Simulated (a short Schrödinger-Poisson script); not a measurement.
Structure: symmetric double-gate stack, Al2O3 on p-type Si(100), at 300 K.

| layer | material | thickness (nm) | Na (cm⁻³) |
|---|---|---|---|
| 1 | Al2O3 | 4.6 | - |
| 2 | Si | 10 | 2e16 |
| 3 | Al2O3 | 4.6 | - |

The device is made up for the run: typed textbook-type constants, with dimensions and the other settings drawn at random. Al2O3: permittivity 9, conduction-band edge (eV) 2.7, gap (eV) 6.8, electron mass (mₑ) 0.3. Si: permittivity 11.7, conduction-band edge (eV) 0, gap (eV) 1.124, Nv at 300 K (cm⁻³) 3.1e19.

Channel valleys (confinement mass, in-plane density-of-states mass, number): Δ2 0.916, 0.19, 2; Δ4 0.19, 0.417, 4. At the gates, both at one voltage, the conduction-band edge of layer 1 lies 3.27 eV − eVg above the Fermi level of the channel. Gaps are held at their typed values at every temperature. Mesh 0.03 nm at interfaces.

From a short Schrödinger-Poisson script (our own, NumPy): 1D Poisson equation in equilibrium, electrons quantum, Hartree (BenDaniel-Duke, 12 states a valley, the channel's in-plane mass for all, wave functions ending at the dielectric), parabolic valleys, classical holes, full ionisation, no traps, pinning or gate leakage.

The same stack at other levels of the model or other numerical settings:

| run | sheet density of all electrons at Vg = 2 V (cm⁻²) | sheet density of all electrons at Vg = 0.8 V (cm⁻²) | capacitance of both gates at Vg = 2 V (μF/cm²) | rough cost against the base |
|---|---|---|---|---|
| base | 2.47e13 | 4.17e12 | 2.90 | about 1 |
| electrons treated as classical, Boltzmann | … | 5.08e12 | 3.33 | 0.04 |
| electrons treated as classical, Fermi-Dirac | … | 5.02e12 | … | 0.1 |
| mesh six times as coarse | 2.47e13 | 4.18e12 | 2.90 | 0.3 |

Task: Complete the blanks.

Result: 
- electrons treated as classical, Fermi-Dirac, capacitance of both gates at Vg = 2 V (μF/cm²): 3.16
- electrons treated as classical, Boltzmann, sheet density of all electrons at Vg = 2 V (cm⁻²): 2.91e13
- electrons treated as classical, Fermi-Dirac, sheet density of all electrons at Vg = 2 V (cm⁻²): 2.80e13

The classical rows ignore confinement, and Boltzmann statistics overrate the density once the band edge passes the Fermi level.
